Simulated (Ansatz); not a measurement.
The cell is built on a prototype and need not be the phase stable at ambient conditions.

By PBEsol, the system below comes out a metal.

The ballistic (Sharvin) conductance counts the channels at the Fermi level: G/A = (e²/h) × channels of both spins per area.

Input:

```yaml
crystal:
  lattice:
    - [4.27830, 0.00000, 0.00000]
    - [-2.13915, 3.70512, 0.00000]
    - [2.13915, 1.23504, 1.74661]
  atoms:
    - { symbol: Ti, position: [0.00000, 0.00000, 0.00000] }
    - { symbol: P, position: [0.00000, 0.50000, 0.50000] }
```

Space group of this cell: Pm-3m, CsCl type. The cell was relaxed by PBE-D3(BJ); by PBEsol its mean pressure is 2.0 GPa.

The current flows along the normal of the first two printed cell vectors. No spin-orbit coupling; the value is a mean over 0.1 eV about the Fermi level.

Problem. Predict the ballistic conductance per area from PBEsol run with Ansatz (a program for electronic structure).

Solution. 1.2 × 10¹⁵ S/m² for both spins.
